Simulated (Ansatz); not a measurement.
Start from an 8-atom supercell of HgTe in the zinc blende structure (space group F-43m, No. 216; a = 6.510 Å) at its relaxed geometry.

Calculations: PBEsol (Ansatz, a quantum-chemistry and plane-wave program; PAW; 420 eV plane waves; no spin-orbit coupling).

One neutral defect a cell, atoms relaxed at fixed cell.

One change was made to it. Results:

The largest displacement of a host atom from its site in the perfect cell amounts to 0.08 Å; the pressure goes from zero to -2.7 GPa.

Problem. What was done to the base?
(A) I on a Te site
(B) Hg interstitial (started 2.66 Å from the nearest host atom)
(C) H interstitial (started 2.82 Å from the nearest host atom), symmetric start
(D) Hg vacancy

Solution. D, Hg vacancy. For comparison, the pressure in the other runs: Hg interstitial (started 2.66 Å from the nearest host atom) gives 0.3 GPa; H interstitial (started 2.82 Å from the nearest host atom), symmetric start gives 0.0 GPa; I on a Te site gives 2.7 GPa.

The cell is small, so the values are those of an ordered compound at a high defect concentration; dilute-limit values will differ. A case with no gap was solved on a k-mesh chosen for an insulator, which is coarse for it. Defects with a symmetric start kept the site's symmetry and may sit on a saddle; the others started slightly shaken. All final runs are without spin polarisation.
